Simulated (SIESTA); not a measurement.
## A self-consistent single point of AgS₂Au₂ (Pc, 10 atoms in the cell) with SIESTA

Method of the run: LDA PW92, numerical atomic orbitals DZP, PseudoDojo LDA standard norm-conserving potentials (rewritten from UPF to PSML) (SIESTA).

This input was run:

```
# files in the folder: Ag.psml S.psml Au.psml (PseudoDojo LDA standard)
SystemName  Ag(AuS)2
SystemLabel ag(aus)2

NumberOfAtoms                10
NumberOfSpecies              3
%block ChemicalSpeciesLabel
  1 47 Ag
  2 16 S
  3 79 Au
%endblock ChemicalSpeciesLabel
LatticeConstant              1.0 Ang
%block LatticeVectors
     7.183546000    0.000000000    0.000000000
     0.000000000    4.389892000    0.000000000
    -0.115419000    0.000000000    7.068293000
%endblock LatticeVectors
AtomicCoordinatesFormat      Ang
%block AtomicCoordinatesAndAtomicSpecies
     2.847932862    1.039965415    2.502175722  1
     2.790223362    3.349926585    6.036322222  1
     0.196612673    3.641766605    0.039653124  2
     0.138903173    0.748125395    3.573799624  2
     3.178211201    3.230609321    3.603274406  2
     3.235920701    1.159282679    0.069127906  2
     5.409130223    0.456724364    0.000494781  3
     5.351420723    3.933167636    3.534641281  3
     7.095074916    2.199291993    1.806231593  3
     7.037365416    2.190600007    5.340378093  3
%endblock AtomicCoordinatesAndAtomicSpecies

XC.functional                LDA
XC.authors                   PW92
PAO.BasisSize                DZP
PAO.EnergyShift              0.005 Ry
MeshCutoff                   300 Ry
%block kgrid.MonkhorstPack
    3   0   0  0.0
    0   5   0  0.0
    0   0   3  0.0
%endblock kgrid.MonkhorstPack
OccupationFunction           FD
ElectronicTemperature        0.1 eV

MaxSCFIterations             150
SCF.Mixer.Method             Pulay
SCF.Mixer.Weight             0.25
SCF.Mixer.History            6
SCF.DM.Tolerance             1.0E-05
Diag.ParallelOverK           true
WriteForces                  true
Charge.Mulliken              end
```

The program printed (abridged):

```
reinit: Reading from file input.fdf

reinit: System Name: Ag(AuS)2
reinit: System Label: ag(aus)2

coor:   Atomic-coordinates input format  =     Cartesian coordinates
coor:                                          (in Angstroms)

siesta: Atomic coordinates (Bohr) and species
siesta:      5.38181   1.96525   4.72843  1        1
siesta:      5.27276   6.33044  11.40700  1        2
siesta:      0.37154   6.88194   0.07493  2        3
siesta:      0.26249   1.41375   6.75350  2        4
siesta:      6.00595   6.10497   6.80920  2        5
siesta:      6.11500   2.19073   0.13063  2        6
siesta:     10.22177   0.86308   0.00094  3        7
siesta:     10.11272   7.43261   6.67950  3        8
siesta:     13.40775   4.15606   3.41328  3        9
siesta:     13.29869   4.13963  10.09185  3       10

siesta: System type = bulk

initatomlists: Number of atoms, orbitals, and projectors:     10   166   208

siesta: ******************** Simulation parameters ****************************
redata: Spin configuration                          = none
redata: Time-Reversal Symmetry                      = T
redata: Number of Atomic Species                    =        3
redata: Mesh Cutoff                                 =   300.0000 Ry
redata: Net charge of the system                    =     0.0000 |e|
redata: Min. number of SCF Iter                     =        0
redata: Max. number of SCF Iter                     =      150
redata: SCF convergence failure will abort job
redata: SCF mix quantity                            = Hamiltonian
redata: Mix DM or H after convergence               =   F
redata: Recompute H after scf cycle                 =   F
redata: Mix DM in first SCF step                    =   T
redata: No kicks to SCF
redata: DM Mixing Weight for Kicks                  =     0.5000
redata: Require Harris convergence for SCF          =   F
redata: Harris energy tolerance for SCF             =     0.000100 eV
   [... lines left out ...]
diag: Parallel distribution                         =     1 x     1
diag: Used triangular part                          = Lower
diag: Absolute tolerance                            =  0.100E-15
diag: Orthogonalization factor                      =  0.100E-05
diag: Memory factor                                 =  1.0000

superc: Internal auxiliary supercell:     3 x     5 x     5  =      75
superc: Number of atoms, orbitals, and projectors:    750  12450  15600

                        Single-point calculation

superc: Internal auxiliary supercell:     3 x     5 x     5  =      75
superc: Number of atoms, orbitals, and projectors:    750  12450  15600

outcell: Unit cell vectors (Ang):
        7.183546    0.000000    0.000000
        0.000000    4.389892    0.000000
       -0.115419    0.000000    7.068293

outcell: Cell vector modules (Ang)   :    7.183546    4.389892    7.069235
outcell: Cell angles (23,13,12) (deg):     90.0000     90.9355     90.0000
outcell: Cell volume (Ang**3)        :    222.8986
new_DM -- step:     1
Initializing Density Matrix...

Attempting to read DM from file... Failed...
DM filled with atomic data:

InitMesh: MESH = 80 x 48 x 80 = 307200
InitMesh: Mesh cutoff (required, used) =   300.000   330.428 Ry

stepf: Fermi-Dirac step function
        iscf     Eharris(eV)        E_KS(eV)     FreeEng(eV)     dDmax    Ef(eV) dHmax(eV)
   scf:    1   -25528.670939   -25644.932987   -25645.131184  1.026567 -2.530142 20.631421
   scf:    2   -25687.589170   -25685.893983   -25686.013499  0.509031 -3.881874  9.567432
   scf:    3   -25686.636085   -25690.184729   -25690.406077  0.427257 -4.260114  3.494355
   scf:    4   -25691.211451   -25691.270972   -25691.473455  0.072368 -4.395530  0.894116
   scf:    5   -25691.365968   -25691.344089   -25691.554930  0.040002 -4.463857  0.318716
   scf:    6   -25691.361990   -25691.357052   -25691.568881  0.031441 -4.533255  0.069627
   [... 4 lines left out ...]
   scf:   11   -25691.358481   -25691.358471   -25691.570064  0.000194 -4.546684  0.000537
   scf:   12   -25691.358475   -25691.358473   -25691.570064  0.000083 -4.546833  0.000125
   scf:   13   -25691.358473   -25691.358473   -25691.570064  0.000016 -4.546864  0.000079
   scf:   14   -25691.358473   -25691.358473   -25691.570064  0.000011 -4.546886  0.000021
   scf:   15   -25691.358473   -25691.358473   -25691.570064  0.000002 -4.546890  0.000005
SCF Convergence by DM+H criterion
max |DM_out - DM_in|         :     0.0000015488
max |H_out - H_in|      (eV) :     0.0000049461
SCF cycle converged after 15 iterations

Using DM_out to compute the final energy and forces

siesta: E_KS(eV) =           -25691.3585

siesta: E_KS - E_eggbox =    -25691.3585

siesta: Atomic forces (eV/Ang):
     1   -0.105531   -0.038825    0.030922
     2   -0.105531    0.038825    0.030922
     3    0.397484    0.240544    0.029920
     4    0.397484   -0.240544    0.029920
     5   -0.313180   -0.157614   -0.032376
     6   -0.313180    0.157614   -0.032376
     7    0.232209    0.108993   -0.013889
     8    0.232209   -0.108993   -0.013889
     9   -0.213237   -0.054771   -0.012920
    10   -0.213237    0.054771   -0.012920
   Tot   -0.004509    0.000000    0.003315
   Max    0.397484
   Res    0.176815    sqrt( Sum f_i^2 / 3N )
   Max    0.397484    constrained

Stress tensor Voigt[x,y,z,yz,xz,xy] (kbar):       37.24       35.36       38.31       -0.00        0.59        0.00
(Free)E + p*V (eV/cell)   -25696.7130
Target enthalpy (eV/cell)   -25691.5701

siesta: Program's energy decomposition (eV):
siesta: Ebs     =     -4221.467893
siesta: Eions   =     33538.171935
siesta: Ena     =      3775.133696
siesta: Ekin    =      7912.423478
siesta: Enl     =       286.596378
siesta: Eso     =         0.000000
siesta: Edftu   =         0.000000
siesta: DEna    =       190.268297
siesta: DUscf   =         7.051052
siesta: DUext   =         0.000000
siesta: Ex      =     -3968.562606
siesta: Ec      =      -356.096833
siesta: Exc     =     -4324.659440
siesta: Eharris =    -25691.358473
siesta: Etot    =    -25691.358473
siesta: FreeEng =    -25691.570064

siesta: Atomic forces (eV/Ang):
siesta:      1   -0.105531   -0.038825    0.030922
siesta:      2   -0.105531    0.038825    0.030922
siesta:      3    0.397484    0.240544    0.029920
siesta:      4    0.397484   -0.240544    0.029920
siesta:      5   -0.313180   -0.157614   -0.032376
siesta:      6   -0.313180    0.157614   -0.032376
siesta:      7    0.232209    0.108993   -0.013889
siesta:      8    0.232209   -0.108993   -0.013889
   [... lines left out ...]
siesta: Cell volume =        222.898557 Ang**3
siesta:         -36.96708919        -30.29297056  kBar
   [... lines left out ...]
               5s      6s      6s      5py     5pz     5px     6py     6pz
               6px     5dxy    5dyz    5dz2    5dxz    5dx2-y2 5dxy    5dyz
               5dz2    5dxz    5dx2-y2
   7 18.928   1.995   1.328  -0.374   1.997   2.000   1.990   0.167   0.140
              0.306   1.641   1.771   1.754   1.781   1.714   0.143   0.157

              0.141   0.126   0.152
   8 18.928   1.995   1.328  -0.374   1.997   2.000   1.990   0.167   0.140
              0.306   1.641   1.771   1.754   1.781   1.714   0.143   0.157

              0.141   0.126   0.152
   9 18.902   1.995   1.332  -0.384   1.996   1.993   2.000   0.220   0.231
              0.137   1.780   1.603   1.747   1.775   1.766   0.140   0.157

              0.128   0.138   0.149
  10 18.902   1.995   1.332  -0.384   1.996   1.993   2.000   0.220   0.231
              0.137   1.780   1.603   1.747   1.775   1.766   0.140   0.157

              0.128   0.138   0.149

mulliken: Qtot =      138.000

Mulliken Atomic Populations:
Atom #   charge [q] valence [e]  Species
     1     0.038306   18.961694  Ag
     2     0.038306   18.961694  Ag
     3    -0.099101    6.099101  S
     4    -0.099101    6.099101  S
     5    -0.109053    6.109053  S
     6    -0.109053    6.109053  S
     7     0.071547   18.928453  Au
     8     0.071547   18.928453  Au
     9     0.098300   18.901700  Au
    10     0.098300   18.901700  Au
 Total     0.000000
```

The run converged in 15 iterations.

The starting cell comes from a database of computed structures (which also holds hypothetical and non-ambient phases and stackings), without a prior relaxation at this level. Its lattice was rescaled by a random factor within 2.5 % of one. Values carry the incompleteness of an atom-centred basis. With a pressure of about -4 GPa the cell is away from its equilibrium volume at this level. The run gives no clean gap (levels at the Fermi energy touch, overlap or are partly filled at this smearing), which alone does not show that the compound is a metal.

Cost on one core of a shared machine: roughly 70 s.
